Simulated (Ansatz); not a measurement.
# Response to strain in CuI

Base system: CuI in the zinc blende structure (space group F-43m, No. 216).

```xyz
2
Lattice="0.0000 2.9309 2.9309 2.9309 0.0000 2.9309 2.9309 2.9309 0.0000" Properties=species:S:1:pos:R:3 pbc="T T T"
Cu     0.0000     0.0000     0.0000
I      1.4655     1.4655     1.4655
```

Strains are applied to the cell and any free atomic positions relax.

Calculations: Ansatz (a first-principles code), LDA, PAW, cutoff 420 eV, no spin-orbit coupling.

| isotropic strain (%) | pressure (GPa) |
|---|---|
| -3 | 6.6 |
| -2 | 4.0 |
| -1.5 | 2.9 |
| -1 | ? |
| -0.5 | 0.9 |
| 0 | 0.0 |
| 1 | -1.6 |
| 1.5 | -2.3 |
| 2 | -2.9 |

Question: Fit P = P₀ − Bδ + Cδ² with δ = (1 + ε)³ − 1 to the rows shown and predict the withheld row.

Answer: Least squares on the printed values gives P₀ = 0.0 GPa, B = 58.4 GPa, C = 195 GPa (largest residual 0.1 GPa); this predicts 1.9 GPa, and the run gives 1.8 GPa, in agreement.

Stability against distortions was not tested. The final runs are not spin-polarised.
